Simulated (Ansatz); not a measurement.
**rock-salt TiN (1 1 1) on germanium (1 1 1) (film strained to the substrate, started from cuts of the bulks and a machine-learned relaxation; slabs Ge32 and N28Ti28, which can lie off the formulas)**

A periodic stack without vacuum, rock-salt TiN (1 1 1) on germanium (1 1 1) (film strained to the substrate, started from cuts of the bulks and a machine-learned relaxation; slabs Ge32 and N28Ti28, which can lie off the formulas): substrate slab Ge32, film N28Ti28, surface cells [[2, -2], [0, 2]] and [[-2, 3], [-1, -2]], film strained by +2.5 and +2.5 %, outermost planes Ge/Ge and N/Ti as cut, which need not be the usual terminations and can put a slab off its formula.

The start was prepared with a machine-learned potential, and the result is one local minimum, with the in-plane cell held and forces under 0.04 eV/Å; the film can end far from its bulk form.

Calculation: PBE (plane waves to 420 eV, PAW; Ansatz, a first-principles code). Spin–orbit coupling is left out; the runs are not spin-polarised; PBE gaps are too small against experiment. Its k-point mesh 4×4×1, Fermi–Dirac width 0.05 eV.

- interface area = 57.5 Å²
- period = 23.82 Å
- heights between the nearest atoms of the two slabs at the two interfaces = 0.95 and 1.94 Å
- Ge–Ti contacts across the interfaces within 1.22 times the sum of covalent radii = 23, mean 2.87 Å
- Ge–N contacts across the interfaces within 1.22 times the sum of covalent radii = 9, mean 1.99 Å

```
Ti7Ge8N7
1.0
    8.14569    -0.00027     0.05861
   -4.07291     7.05457     0.00839
    2.88714    -2.80686    23.82898
Ge N Ti
32 28 28
Direct
  0.06788   0.33539   0.04204
  0.06630   0.78723   0.03849
  0.72786   0.29561   0.04197
  0.68944   0.82536   0.03972
  0.10951   0.35126   0.14275
  0.11338   0.84697   0.13931
  0.63099   0.34852   0.14237
  0.62452   0.84805   0.14214
  0.78119   0.69492   0.17901
  0.77610   0.19030   0.18222
  0.28035   0.69982   0.17423
  0.28171   0.19569   0.17029
  0.76124   0.73366   0.28304
  0.75669   0.22917   0.28597
  0.26056   0.73954   0.27977
  0.26260   0.23402   0.27700
  0.41487   0.08357   0.31884
  0.41834   0.57993   0.31185
  0.92736   0.08200   0.31824
  0.92150   0.57728   0.31626
  0.40227   0.14388   0.42515
  0.41435   0.63491   0.41541
  0.90269   0.12351   0.42483
  0.88813   0.60990   0.42071
  0.07829   0.47905   0.45385
  0.05780   0.95310   0.45533
  0.55712   0.49230   0.46599
  0.55502   0.97772   0.45678
  0.14544   0.56140   0.56224
  0.01261   0.87514   0.56028
  0.68705   0.41366   0.55227
  0.66300   0.88600   0.53481
  0.04946   0.09621   0.60999
  0.17501   0.81056   0.60228
  0.31745   0.54670   0.60763
  0.62190   0.97178   0.60933
  0.78014   0.68091   0.60332
  0.91846   0.40987   0.60835
  0.49504   0.27398   0.60858
  0.12719   0.63043   0.70830
  0.27292   0.34141   0.70381
  0.41459   0.05888   0.70520
  0.69878   0.48485   0.70697
  0.84367   0.19902   0.70584
  0.98519   0.91151   0.70779
  0.55194   0.76752   0.70567
  0.20572   0.14417   0.80737
  0.34665   0.85698   0.80729
  0.48761   0.57003   0.80726
  0.77491   0.99892   0.80776
  0.91715   0.71267   0.80731
  0.06238   0.42693   0.80723
  0.63312   0.28507   0.80737
  0.27856   0.65957   0.91113
  0.42190   0.37518   0.91111
  0.57095   0.08838   0.91036
  0.84848   0.51143   0.91033
  0.99700   0.22916   0.90937
  0.13806   0.93999   0.90948
  0.70532   0.79843   0.90902
  0.08021   0.33974   0.65166
  0.26204   0.10201   0.65068
  0.37846   0.80848   0.65484
  0.67409   0.22686   0.65283
  0.79639   0.93644   0.65791
  0.94176   0.65551   0.66071
  0.50228   0.52072   0.65004
  0.16357   0.88895   0.75813
  0.30766   0.60128   0.75483
  0.45667   0.31495   0.75383
  0.73080   0.73716   0.75762
  0.88501   0.45577   0.75775
  0.02032   0.16422   0.75522
  0.59477   0.02788   0.75470
  0.24242   0.40063   0.85709
  0.38699   0.11519   0.85852
  0.52732   0.83077   0.85897
  0.81528   0.25529   0.85902
  0.95631   0.97062   0.85903
  0.09753   0.68345   0.85951
  0.66867   0.54103   0.85858
  0.31840   0.91395   0.95434
  0.46200   0.62774   0.95473
  0.60690   0.33899   0.95378
  0.89027   0.76894   0.95444
  0.03110   0.48606   0.95718
  0.17743   0.19541   0.95281
  0.75311   0.05705   0.95723
```
